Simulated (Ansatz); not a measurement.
Co in the hcp (Mg type) structure (space group P6_3/mmc, No. 194; ferromagnetic)

```xyz
2
Lattice="2.4939 0.0000 0.0000 -1.2470 2.1598 0.0000 0.0000 0.0000 4.0318" Properties=species:S:1:pos:R:3 pbc="T T T"
Co     0.0000     1.4399     3.0239
Co     1.2470     0.7199     1.0080
```

Level of theory: plane-wave PAW DFT at the PBE level (Ansatz, a program for electronic structure, 420 eV), spin-orbit coupling left out. Settings: 21×21×12 k-points, 0.05 eV Fermi–Dirac smearing.

The volume per atom comes out as 10.86 Å³. The density is 9.01 g/cm³, the band gap comes out as zero and the magnetic state is ferromagnetic. The total energy comes out as -5126.152 eV/atom (σ→0; compares only within this code and set-up).

The magnetic state is the one reached from the starting moments; the real material's order can differ, and small cells can't hold many antiferromagnetic ones. No phonon test of stability was made.
